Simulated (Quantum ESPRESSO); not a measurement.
**Quick settings and what they miss: SrMg (Amm2, 6 atoms in the cell)**

Self-consistent single point.

```xyz
6
Lattice="5.8629 0.0000 0.0000 0.0000 5.4045 3.5189 0.0000 -5.4045 3.5189" Properties=species:S:1:pos:R:3 pbc="T T T"
Sr     0.0000     0.0000     4.3011
Sr     2.9314    -3.4174     2.6649
Sr     2.9314     3.4174     2.6649
Mg     0.0000    -1.6212     1.1266
Mg     0.0000     1.6212     1.1266
Mg     2.9314     0.0000     2.1913
```

Level of theory: PBEsol, GBRV 1.5 ultrasoft (PBESOL) pseudopotentials (plane waves; Quantum ESPRESSO).

Base settings: ecutwfc = 40 Ry; ecutrho = 200 Ry; occupations = smearing; smearing = marzari-vanderbilt; degauss = 0.0073499 Ry; potentials = {Sr: sr_pbesol_v1.uspp.F.UPF, Mg: mg_pbesol_v1.4.uspp.F.UPF}; K_POINTS = automatic 5 5 5 1 1 1; conv_thr = 1e-08 Ry; mixing_beta = 0.7.

Tight run (finer mesh or higher cutoff; not a proven limit): ecutwfc: 40 Ry → 56 Ry; ecutrho: 200 Ry → 280 Ry; conv_thr: 1e-08 Ry → 7.3e-11 Ry; K_POINTS: automatic 5 5 5 1 1 1 → automatic 7 7 7 1 1 1. It gave Fermi level (on the code's own zero) 5.32 eV; pressure -0.67 GPa; largest force (vector length) 0.052 eV/Å.

Quick runs, as changes from the base:
- A: the base itself
- B: ecutwfc: 40 Ry → 20 Ry; ecutrho: 200 Ry → 100 Ry; K_POINTS: automatic 5 5 5 1 1 1 → automatic 4 4 4 1 1 1
- C: ecutwfc: 40 Ry → 24 Ry; ecutrho: 200 Ry → 120 Ry; K_POINTS: automatic 5 5 5 1 1 1 → automatic 1 1 1 1 1 1
- D: K_POINTS: automatic 5 5 5 1 1 1 → automatic 4 4 4 1 1 1
- E: ecutwfc: 40 Ry → 24 Ry; ecutrho: 200 Ry → 120 Ry; K_POINTS: automatic 5 5 5 1 1 1 → automatic 3 3 3 1 1 1

Energies are extrapolated to zero smearing width, which holds to low order in the width alone (under cold and Methfessel-Paxton smearing the free energy itself is taken).

Dashes: time of B, C, E, under 30 s.

The count of work is k-points × plane waves × bands × iterations; it is no time. Core times come from one kind of shared machine and are given to one figure; runs under 30 s give none.

The starting cell comes from a database of computed structures (which also holds hypothetical and non-ambient phases and stackings), without a prior relaxation at this level. Its lattice was rescaled by a random factor within 2.5 % of one.

| run | energy less tight (meV/atom) | pressure less tight (GPa) | largest miss in a force vector (eV/Å) | count of work / tight | core time / tight (rough) |
|---|---|---|---|---|---|
| A | 5.4 | -0.01 | 0.026 | 0.19 | 0.2 |
| B | 3166.0 | -62.32 | 0.055 | 0.030 | – |
| C | 539.4 | -20.11 | 0.688 | 0.0047 | – |
| D | 11.2 | 0.00 | 0.051 | 0.094 | 0.1 |
| E | 766.6 | -19.37 | 0.147 | 0.026 | – |

Among the runs at the tight run's level, the energy misses run from 5.4 to 3166.0 meV/atom.

Left out of this page: 1 run of the series outside the window shown, repeating another row's setting, or not comparable.
